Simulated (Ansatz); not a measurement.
Base system: PbSe in the rock salt structure (space group Fm-3m, No. 225; a = 6.102 Å). Axes: x, y, z lie along the cube axes.

All numbers come from PBEsol (Ansatz, a first-principles code; PAW; 420 eV plane waves; no spin-orbit coupling).

Strains are applied to the cell and any free atomic positions relax; under biaxial strain the out-of-plane vector relaxes too.

One change was made to it. Results:

The pressure (mean of the normal stresses, compression positive) goes from zero to -2.41 GPa; the energy rises by 21 meV/atom; the shortest interatomic distance decreases by 0.015 Å, from 3.051 Å to 3.036 Å; the band gap increases by 0.14 eV, from 0.17 eV to 0.31 eV.

**Question.** Which of these changes matches the shifts?
(A) biaxial strain −1.00 %, plane normal [001], relaxed out of plane
(B) biaxial strain +2.50 %, plane normal [001], relaxed out of plane
(C) biaxial strain −2.50 %, plane normal [001], relaxed out of plane
(D) biaxial strain +2.00 %, plane normal [001], relaxed out of plane
(E) biaxial strain +3.00 %, plane normal [001], relaxed out of plane

**Answer.** E, biaxial strain +3.00 %, plane normal [001], relaxed out of plane. For comparison, the energy relative to the base in the other runs: biaxial strain −1.00 %, plane normal [001], relaxed out of plane gives +2.7 meV/atom; biaxial strain +2.00 %, plane normal [001], relaxed out of plane gives +9.6 meV/atom; biaxial strain −2.50 %, plane normal [001], relaxed out of plane gives +18 meV/atom; biaxial strain +2.50 %, plane normal [001], relaxed out of plane gives +15 meV/atom.

Spin-orbit coupling, missing from the scalar runs, can matter with Pb. Stability against distortions was not tested. All final runs are without spin polarisation. Gaps under 0.05 eV, about the width of the smearing, are given as zero. A zero or small gap of PbSe can be the functional's error rather than a property of the material.
